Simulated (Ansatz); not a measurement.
Band-edge transport in semiconductors and insulators: CsPbBr₃ (Pm-3m) under several functionals (Ansatz, an electronic-structure program, with spin-orbit coupling). The PBE cell:

```xyz
5
Lattice="6.0022 0.0000 0.0000 0.0000 6.0022 0.0000 0.0000 0.0000 6.0022" Properties=species:S:1:pos:R:3 pbc="T T T"
Cs     0.0000     0.0000     0.0000
Pb     3.0011     3.0011     3.0011
Br     3.0011     3.0011     0.0000
Br     0.0000     3.0011     3.0011
Br     3.0011     0.0000     3.0011
```

```json
[
 {"Functional": "PBE", "cell relaxed with": "PBE", "volume (Å³/atom)": "43.25", "band gap": "0.56 eV", "electron conductivity mass": "0.137 mₑ", "hole conductivity mass": "0.144 mₑ", "Seebeck coefficient, n-type 1e19 cm⁻³": "-85 μV/K"},
 {"Functional": "r2SCAN", "cell relaxed with": "r2SCAN", "volume (Å³/atom)": "41.87", "band gap": "0.76 eV", "electron conductivity mass": "0.150 mₑ", "hole conductivity mass": "0.148 mₑ", "Seebeck coefficient, n-type 1e19 cm⁻³": "-90 μV/K"}
]
```

For the band gap, PBE gives 0.56 eV and r2SCAN 0.76 eV: PBE lies 26 % below.

The PBE and r2SCAN rows stand on cells whose volumes differ by 3.3 %, so the difference holds the effect of the cell as well as that of the functional.

Masses are for dilute carriers at 300 K, harmonic means over directions unless an axis is named. Seebeck coefficients are for the stated density at 300 K, with one relaxation time for all states and whether or not that doping can be reached.

CsPbBr3 (Pm-3m): a high-temperature phase held by its symmetry.
